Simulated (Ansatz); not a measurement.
The reference is TaP (space group P-6m2, No. 187; a = 3.282 Å, c = 3.317 Å; a cell from a computed database, its experimental status unchecked).

It is then changed as follows: a negative pressure, −1 GPa.

Levels (all Ansatz, a first-principles code, PAW): PBEsol (420 eV, no SOC); PBEsol+SOC (420 eV, spin-orbit coupling included).

The geometry is relaxed with PBEsol.

```
Quantity           Result
---------------  --------
PBEsol pressure  -1.0 GPa
```

Problem. What does PBEsol+SOC give at this geometry for the pressure?

Solution. The pressure falls by 0.2 GPa (-1.0 GPa → -1.2 GPa).

Single points use the geometry relaxed with PBEsol. Differences between runs with and without spin-orbit coupling are approximate. Load acts through the strain it causes; cell and atoms are relaxed under it. Stability against distortions was not tested. The runs without spin-orbit coupling are not spin-polarised.
